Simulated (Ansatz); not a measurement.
Worked example: self-consistent single point of SrCuTeF (P4mm, 8 atoms in the cell) in Ansatz (a quantum-chemistry and plane-wave program).

Computed with PBEsol, default PAW files made with PBE (plane waves; Ansatz).

```
CELL_PARAMETERS angstrom
      4.26354     0.00000     0.00000
      0.00000     4.26354     0.00000
      0.00000     0.00000     9.19388
ATOMIC_POSITIONS crystal
  Sr 0.00000 0.50000 0.85797
  Sr 0.50000 0.00000 0.14747
  Cu 0.50000 0.50000 0.50000
  Cu 0.00000 0.00000 0.50000
  Te 0.00000 0.50000 0.32626
  Te 0.50000 0.00000 0.67374
  F  0.50000 0.50000 0.00000
  F  0.00000 0.00000 0.00000
```

Reference input (self-consistent single point, DFT, PBEsol, plane waves, default PAW files made with PBE): basis.ecutwfc = 420 eV; kpoints.mp_grid.grid = 6 6 3; hamiltonian.xc = pbesol; hamiltonian.pseudopotentials = {kind: paw} (the program's default PAW files); scf.occupations.method = fermi_dirac; scf.occupations.width = 0.02 eV. This run's input differs from it in these lines:

Ansatz 0.2 input:
```diff
@@ -18,3 +18,3 @@
 kpoints:
-  mp_grid: { grid: [6, 6, 3] }
+  mp_grid: { grid: [10, 10, 5], shift: [0.5, 0.5, 0.5] }
 hamiltonian:
```

Output (repeated stretches shortened):

```
SCF iter   1: F=—  HF=-35575.621009 eV  |F-HF|=—  |Δ(HF+E_count)|=         —  Δρ=1.03e-2  dr2=1.20e-1  ethr=1.77e-3  ⟨swp⟩=9.0  Hψ=13380  notcnv=0  defer=2
all-band conjugate gradients solve this SCF's bands
preconditioner: auto → Resta (q_TF=auto, 2.521 Å⁻¹)
SCF iter   2: F=—  HF=-35575.603531 eV  |F-HF|=—  |Δ(HF+E_count)|=   1.75e-2  Δρ=5.50e-3  dr2=3.64e-2  ethr=1.15e-4  ⟨swp⟩=2.4  Hψ=5599  notcnv=0  defer=256
   [... lines left out ...]
SCF iter   6: F=—  HF=-35575.593968 eV  |F-HF|=—  |Δ(HF+E_count)|=   7.80e-6  Δρ=1.31e-4  dr2=2.13e-5  ethr=1.50e-7  ⟨swp⟩=2.0  Hψ=3885  notcnv=0  defer=256
SCF iter   7: F=—  HF=-35575.593842 eV  |F-HF|=—  |Δ(HF+E_count)|=   1.25e-4  Δρ=3.62e-5  dr2=1.74e-6  ethr=2.05e-8  ⟨swp⟩=2.0  Hψ=3847  notcnv=0  defer=256
SCF iter   8: F=—  HF=-35575.593843 eV  |F-HF|=—  |Δ(HF+E_count)|=   2.75e-7  Δρ=1.56e-5  dr2=4.03e-7  ethr=1.67e-9  ⟨swp⟩=2.3  Hψ=4220  notcnv=0  defer=256
SCF iter   9: F=-35575.593843 eV  HF=-35575.593843 eV  |F-HF|=4.98e-9  |Δ(HF+E_count)|=   1.95e-9  Δρ=3.60e-6  dr2=1.95e-8  ethr=9.62e-11  ⟨swp⟩=11.8  Hψ=14064  notcnv=0
SCF 1 converged in 9 iterations: F = -35575.593843 eV  dr2 = 1.95e-8
Free energy (F): -35575.593843 eV
Internal energy: -35575.593843 eV  (E = F + TS)
E sigma→0 (E₀):  -35575.593843 eV
Fermi energy:    10.938668 eV
--- Forces (eV/Å), atoms counted from 1 ---
  atom   1  Sr     0.00000000     0.00000000    -0.11553756
  atom   2  Sr    -0.00000000     0.00000000    -0.01587363
  atom   3  Cu     0.00000000     0.00000000     0.01522215
  atom   4  Cu    -0.00000000     0.00000000     0.01522215
  atom   5  Te    -0.00000000     0.00000000     0.13622962
  atom   6  Te     0.00000000     0.00000000    -0.15152602
  atom   7  F      0.00000000     0.00000000     0.05813088
  atom   8  F     -0.00000000     0.00000000     0.05813088
--- Stress (GPa, compression-positive) ---
       -2.702288       0.000000       0.000000
        0.000000      -2.702288       0.000000
        0.000000       0.000000      -2.277583
  P = ⅓ Tr σ = -2.5607 GPa (-25.607 kbar)
  The stress holds the Pulay correction. Without it, at fixed plane waves, as pw.x and ABINIT print it: P = -2.7473 GPa
```

The run converged in 9 iterations. Against the reference run the free energy hardly moves (within 1 meV/atom), the pressure hardly changes (-2.55 to -2.56 GPa), the largest force goes from 0.142 to 0.152 eV/Å and the gap on the mesh goes from 1.454 to 1.727 eV.

The starting cell comes from a database of computed structures (which also holds hypothetical and non-ambient phases and stackings), without a prior relaxation at this level. Its lattice was rescaled by up to half a per cent. One atom was moved a little off its site on purpose. Spin-orbit coupling is off. Ansatz's pressure includes its estimate of the finite-basis (Pulay) stress. Another mesh or the band path of this cell gives a smaller gap, so this value is not converged in the mesh.

Cost on one core of a shared machine: roughly 40 s.
